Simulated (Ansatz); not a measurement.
The starting structures come from a database of crystals and need not be the phases stable at ambient conditions.

 Where the default PAW files enter, the runs use the earlier of Ansatz's two default sets.

Inside the gap of an insulator the Bloch states are evanescent, with a wavenumber k + iκ along the transport direction.

Given:

```xyz
7
Lattice="6.1246 0.0000 0.0000 -3.0623 5.3041 0.0000 3.0623 1.7680 5.5895" Properties=species:S:1:pos:R:3 pbc="T T T"
W      0.0000     0.0000     0.0000
Cl     4.0220     3.3828     4.2608
Cl     2.1027     3.6893     1.3287
Cl     7.3086     1.7917     4.2608
Cl    -1.1840     5.2804     1.3287
Cl     0.9186     5.4336     4.2608
Cl     5.2060     1.6385     1.3287
```

Space group of this cell: R-3. The cell was relaxed by PBE-D3(BJ).

Transport runs along the normal of the first two printed cell vectors, the (001) plane of the conventional cell.

No gap correction and no spin-orbit coupling; mid-gap values are interpolated between computed energies.

Task: Estimate the band gap and the smallest decay constant κ at mid-gap that r2SCAN (Ansatz, a program for electronic structure) returns for this system.

Result: Gap 1.87 eV on a 8×8×8 mesh; κ = 0.241 1/Å, at the zone centre.
